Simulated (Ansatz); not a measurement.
**HgSe under a change: uniaxial strain ε_zz = +0.50 %**

Start from HgSe in the zinc blende structure (space group F-43m, No. 216; a = 6.1328 Å). Axes: x, y, z lie along the cube axes.

Now apply this change: uniaxial strain ε_zz = +0.50 %, all other strain components held at zero; the atoms relax in the strained cell.

The values are results of PBEsol, PAW, 420 eV (Ansatz, a program for electronic structure; spin-orbit coupling left out), not measurements. Γ-centred 9×9×9 mesh, Fermi–Dirac width 0.05 eV.

| quantity | base | changed | shift |
|---|---|---|---|
| space group | F-43m (No. 216) | I-4m2 (No. 119) | – |
| shortest interatomic distance | 5.018 bohr | 5.027 bohr | +0.0084 bohr |
| energy relative to the base (free energy F) | 0 meV/atom | +0.1 meV/atom | +0.1 meV/atom |
| band gap | zero | zero | – |
| stress (xx, yy, zz, yz, xz, xy; compression positive) (rough) | – | (-0.2, -0.2, -0.3, 0.0, 0.0, 0.0) GPa | – |

Final structure:

```
CELL_PARAMETERS angstrom
      0.00000     3.06639     3.08172
      3.06639     0.00000     3.08172
      3.06639     3.06639     0.00000
ATOMIC_POSITIONS crystal
  Hg 0.00000 0.00000 0.00000
  Se 0.25000 0.25000 0.25000
```

The mesh was chosen for an insulator and is coarse for the gapless case. Without a gap, meshes like the base's 9×9×9 leave anisotropic stresses uncertain by several tenths of a GPa, and small strain energies with them. With Hg present, leaving out spin-orbit coupling can change the band edges. Stability against distortions was not tested. All final runs are without spin polarisation. The zero or small gap of HgSe can change with the level of theory.
